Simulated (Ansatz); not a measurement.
Base system: VBiO4 (space group I4_1/a, No. 88).

```
VBiO4
1.0
   -2.56052     2.56052     5.81154
    2.56052    -2.56052     5.81154
    2.56052     2.56052    -5.81154
Bi V O
2 2 8
Cartesian
  0.00000   2.56052   2.90577
  0.00000   0.00000   0.00000
  2.56052   0.00000   2.90577
  0.00000   0.00000   5.81154
  3.27247  -1.27448   3.82069
  1.84858   1.27448   3.82069
  1.27448   0.71194   6.72646
  1.28605   1.84858   0.91492
 -0.71194   1.27448   4.89662
  3.27247   1.28605  -0.91492
  1.28605  -0.71194   1.99085
  3.83500   0.71194   1.99085
```

Level of theory: r2SCAN (Ansatz, a program for electronic structure, PAW, no spin-orbit coupling), earlier PAW set.

Base values:

| Property | Value |
|---|---|
| Magnetic state | non-magnetic |
| Density | 7.06 g/cm³ |

It is then changed as follows: every Bi is replaced by Te, then cell and atoms are relaxed.

Tabulated Pauling electronegativity and covalent radius: Bi 2.02, 1.48 Å; Te 2.10, 1.38 Å.

Task: How does this affect the magnetic state and density?

Result: The magnetic state goes from non-magnetic to ferromagnetic; the density drops by 1.18 g/cm³, from 7.06 g/cm³ to 5.88 g/cm³.

Other magnetic orders, which the real material may have, were not ruled out. No phonon test of stability was made. As relaxed here, VTeO4 is a hypothetical phase, not in the database extracts checked. Seeded moments were not kept for the base. No Hubbard U is applied, and correlation can decide whether such a compound is a metal. Spin-polarised in the final run: VTeO4; the other runs are not.
